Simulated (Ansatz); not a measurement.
Hexagonal WC, treated with PBEsol+SOC (Ansatz, an electronic-structure program, PAW).

The input as run:

Ansatz 0.2 input:
```yaml
crystal:
  lattice:
    - [1.4292624352, -2.475555155, 0.0]
    - [1.4292624352, 2.475555155, 0.0]
    - [0.0, 0.0, 2.7883341602]
  atoms:
    - { symbol: W, position: [0.0, 0.0, 0.0] }
    - { symbol: C, position: [0.3333333333, 0.6666666667, 0.5] }
basis:
  ecutwfc: 520
  ecutrho_ratio: 4
  xc_grid: 2
kpoints:
  mp_grid: { grid: [24, 24, 20] }
hamiltonian:
  xc: pbesol
  dispersion: none
  pseudopotentials: { kind: paw }
scf:
  occupations: { method: fermi_dirac, width: 0.05 }
output:
  forces: true
  stress: true
  eigenvalues: true
magnetization:
  noncollinear: true
  spin_orbit: true
relax:
  f_tol: 0.004
  escape_saddle: false
  max_steps: 80
  cell: { stress_tol: 0.02, fix: [volume] }
```

Output (set-up and result lines):

```
Relaxation: its limit of steps is 80 (relax.max_steps)
Crystal: 2 atoms, lattice volume = 19.731 Å³
Basis set: ecut = 520 eV, 539 PW (Γ), exchange–correlation on 48×48×48 points (8 copies of the dense FFT grid, shifted against one another)
Bands: 26, of which v1, the nominal top of the filled ones, is band 18 counted from 1 (17 counted from 0)
Symmetry: 12 space group operations + 12 with time reversal
k-points: 671 of 11520 (time reversal used)
Initial density: superposition of atomic densities (chi_scale 0.1, normalization cell, long waves kept (reshape's long-wave potential 0.00 eV rms))
Functional: x = pbesol(κ = 0.804, μ = 0.12345679012345678), c = pbesol(β = 0.046)
SCF 1 converged in 7 iterations: F = -10527.824075 eV  dr2 = 1.80e-9
Crystal: 2 atoms, lattice volume = 19.731 Å³
Initial density: handed on by an earlier stage of this run
SCF 2 converged in 5 iterations: F = -10527.823180 eV  dr2 = 3.17e-9
Crystal: 2 atoms, lattice volume = 19.731 Å³
SCF 3 converged in 7 iterations: F = -10527.824478 eV  dr2 = 3.02e-13
Crystal: 2 atoms, lattice volume = 19.731 Å³
SCF 4 converged in 6 iterations: F = -10527.824478 eV  dr2 = 1.06e-14
SCF converged after 6 iterations
Free energy (F): -10527.824478 eV
Internal energy: -10527.822012 eV  (E = F + TS)
E sigma→0 (E₀):  -10527.823245 eV
Fermi energy:    21.680724 eV
--- Forces (eV/Å), atoms counted from 1 ---
  atom   1  W     -0.00000000     0.00000000     0.00000000
  atom   2  C     -0.00000000     0.00000000     0.00000000
--- Stress (GPa, compression-positive) ---
       18.039516       0.000000      -0.000000
        0.000000      18.039516      -0.000000
       -0.000000      -0.000000      18.027667
  P = ⅓ Tr σ = 18.0356 GPa (180.356 kbar)
```

The cell is one volume of an energy–volume scan, off the minimum.

The PAW data were made under PBE.
